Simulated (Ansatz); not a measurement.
An Ansatz (a program for electronic structure) input (PBEsol (Ansatz; PAW; 420 eV plane waves; no SOC)):

Ansatz 0.2 input:
```yaml
crystal:
  lattice:
    - [3.9133266731, 0, 0]
    - [1.9566633366, 3.3890403122, 0]
    - [1.9566633366, -1.1296801041, 3.255886542]
  atoms:
    - { symbol: Be, position: [0, 0, 0] }
    - { symbol: Te, position: [0.5, 0.25, 0.75] }
basis: { ecutwfc: 420, ecutrho_ratio: 4, xc_grid: 2, fft_grid_basis: typed }
kpoints: { mp_grid: { grid: [10, 10, 10] } }
hamiltonian:
  xc: pbesol
  dispersion: none
  pseudopotentials: { kind: paw }
scf: { occupations: { method: fermi_dirac, width: 0.05 } }
relax: { f_tol: 0.005, max_steps: 50, cell: { stress_tol: 0.01, fix: [a, b, gamma] } }
output: { forces: true, stress: true }
checkpoint: { write: state.ck, write_every: 1000 }
```

Task: Which symmetry and how many k-points will the program report, and about how many plane waves at Γ?

Result: Space group R3m (ITA 160) with 6 operations, k-points 116 of 1000, and 875 plane waves at Γ.

Task: And the final pressure?

Result: 1.26 GPa (compression positive).

The cells carry an imposed strain or load. Whether these cells are dynamically stable was not tested. The cell was made from BeTe in the zinc blende structure (space group F-43m, No. 216) by this change: biaxial strain −1.25 %, plane normal [111], relaxed out of plane.
